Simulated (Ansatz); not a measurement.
For Ge3Si (model structure, P-4m2, No. 115, 4 atoms in the cell), LDA in Ansatz (plane waves, PAW) gives:

```
Item                                   Value
------------------------------  ------------
equilibrium lattice constant a       3.932 Å
lattice parameter c                  5.551 Å
bulk modulus B0                     78.9 GPa
cohesive energy                 4.75 eV/atom
band gap                             0.23 eV
```

**Question.** What does r²SCAN (Ansatz, an electronic-structure program, PAW) give for the same quantities?

**Answer.** 
- lattice constant a: 3.966 Å (increases by 0.9 %)
- lattice parameter c: 5.605 Å (rises by 1.0 %)
- bulk modulus: 78.2 GPa (falls by 0.9 %)
- cohesive energy: 4.07 eV/atom (falls by 0.68 eV/atom)
- band gap: 0.56 eV (grows by 0.33 eV)

Changes are worked out from the printed values.

Unless a cell is named, each level is at its own relaxed cell (LDA 21.45, r²SCAN 22.04 Å³/atom).

Levels without +SOC have no spin–orbit coupling; where heavier elements are present it shifts gaps, mostly down, and can invert bands. Density-functional gaps are differences of (generalised) Kohn–Sham levels.

Caveats: the bulk modulus is −V dP/dV from two relaxed cells at ±2 % in volume (LDA, r²SCAN). Ansatz's density-functional and Hartree–Fock values are scalar-relativistic unless marked +SOC, with PAW data made under PBE.

A model structure was made by putting elements into a prototype or built by hand; it is no filed structure, need not be a known phase, and can be a saddle point held by its symmetry.
